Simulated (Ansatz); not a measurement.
The cell is built on a prototype and need not be the phase stable at ambient conditions.

The decay constant κ of evanescent states in the gap governs leakage through a thin film.

Data:

```
CELL_PARAMETERS angstrom
      5.19126     0.00000     0.00000
      0.00000     5.19126     0.00000
      0.00000     0.00000     3.57175
ATOMIC_POSITIONS crystal
  Ca 0.00000 0.00000 0.00000
  Ca 0.50000 0.50000 0.50000
  F  0.69290 0.69290 0.00000
  F  0.19290 0.80710 0.50000
  F  0.80710 0.19290 0.50000
  F  0.30710 0.30710 0.00000
```

Space group of this cell: P4_2/mnm, rutile. The cell was relaxed by PBE-D3(BJ); by r2SCAN its mean pressure is -0.9 GPa.

Transport runs along the normal of the first two printed cell vectors.

No gap correction and no spin-orbit coupling; mid-gap values are interpolated between computed energies.

Q: State the band gap and the smallest decay constant κ at mid-gap according to r2SCAN (Ansatz, a first-principles code).

A: Gap 7.54 eV on a 6×6×8 mesh; κ = 0.584 1/Å, at the zone centre.
